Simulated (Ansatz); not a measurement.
## GaAs (F-43m): band-edge transport data

Given:

```
GaAs
1.0
    0.00000     2.82935     2.82935
    2.82935     0.00000     2.82935
    2.82935     2.82935     0.00000
Ga As
1 1
Direct
  0.00000   0.00000   0.00000
  0.25000   0.25000   0.25000
```

The numbers are results of PBEsol with spin-orbit coupling, rigid bands (plane waves, PAW; Ansatz, an electronic-structure program), not measurements. How the cell was made: cell and atoms relaxed with PBEsol.

The band gap is 0.32 eV, the hole conductivity mass (300 K, dilute) is 0.41 mₑ and the effective density of states N_v (300 K) is 1.2e19 cm⁻³. The density-of-states mass, holes is 0.61 mₑ and the Seebeck coefficient, p-type 1e19 cm⁻³, 300 K is 241 μV/K.

Rigid bands; masses and Seebeck coefficients take one relaxation time τ for all states and one kind of carrier; polarons and phonon drag are left out.
